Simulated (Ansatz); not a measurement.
Cost and result by functional for the surface energy of the (331) surface of fcc Ag in its 1x1 cell, outermost plane spacing 0.95 Å in the ideal cut, in Ansatz (plane waves, PAW). Single points on the PBE structure, on one kind of machine; costs are rough ratios of the slab run's core time (references not counted) to the cheapest single point. r2SCAN's cost holds its higher cutoff (500 against 420 eV). Differences are taken against r2SCAN for comparison alone: no measured value is at hand, so the table doesn't rank accuracy.

Slab: 12 atoms, 10.5 Å thick at the start (thin: gaps and levels are the slab's own); k 13x6x1, smearing 0.1 eV, dipole-corrected; all atoms relaxed; held to the part of the start's symmetry that mesh and held atoms allow; no spin, no spin-orbit, no U. These notes are the PBE run's.

```
functional                     relative cost  surface energy (J/m²)  less r2SCAN (J/m²)
-----------------------------  -------------  ---------------------  ------------------
RPBE                                       1                   0.65               -0.40
PBEsol                                     1                   1.14                0.10
LDA                                        1                   1.30                0.26
r2SCAN                                     2                   1.05                0.00
PBE (the relaxed run's value)              –                   0.86               -0.18
```

The values span 0.65 J/m², while the single points' costs differ by a factor of roughly 2. Differences are of unrounded values.

Ansatz is a program for electronic structure.
